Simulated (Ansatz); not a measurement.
Take HfO$_{2}$ in the CdI2 type structure (space group P-3m1, No. 164; a hypothetical phase, not in the database extracts checked; layered, stacked along the Cartesian z axis) as the base.

```
HfO2
1.0
    3.20846     0.00000     0.00000
   -1.60423     2.77861     0.00000
    0.00000     0.00000     4.51490
Hf O
1 2
Cartesian
  0.00000   0.00000   0.00000
  0.00000   1.85241   0.96574
  1.60423   0.92620   3.54915
```

Levels (all Ansatz, an electronic-structure program, PAW): PBEsol-D3(BJ) (420 eV, without spin-orbit coupling); HSE06+SOC (420 eV, with spin-orbit coupling).

The geometry is relaxed with PBEsol-D3(BJ).

| Property | Result |
|---|---|
| PBEsol-D3(BJ) lowest conduction level above the VBM at special points | M 4.40 eV; K 4.44 eV; L 4.94 eV; Γ 5.09 eV |

**Question.** What does HSE06+SOC give at this geometry for the lowest conduction level above the VBM at special points?

**Answer.** The lowest conduction level above the VBM at special points goes from M 4.40 eV; K 4.44 eV; L 4.94 eV; Γ 5.09 eV to M 6.10 eV; K 6.18 eV; L 6.69 eV; Γ 6.81 eV.

Single points use the geometry relaxed with PBEsol-D3(BJ). The hybrid gap comes from the SCF mesh plus the semilocal run's edge points and a few special points and is an upper bound. Differences between runs with and without spin-orbit coupling are approximate. The levels and masses belong to the bands next to the band gap. Stability against distortions was not tested.
